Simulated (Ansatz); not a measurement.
Start from CdS in the zinc blende structure (space group F-43m, No. 216; a = 5.878 Å). Axes: x, y, z lie along the cube axes.

Method: r2SCAN, PAW, 500 eV (Ansatz, an electronic-structure program; spin-orbit coupling left out).

The change: tensor shear ε_xy = +2.00 % (engineering shear γ = 0.0400); the atoms relax in the strained cell.

Question: Predict the stress tensor and what it implies for the stiffness.

Answer: Stress of the strained cell less that of the base (GPa, compression positive):
```
  -0.02   -1.04    0.00
  -1.04   -0.02    0.00
   0.00    0.00   -0.04
```

Then −Δσ/γ with γ = 2ε = 0.0400 gives secant stiffness values (nonlinear terms included at this strain): C66 ≈ 26 GPa.

No phonon test of stability was made.
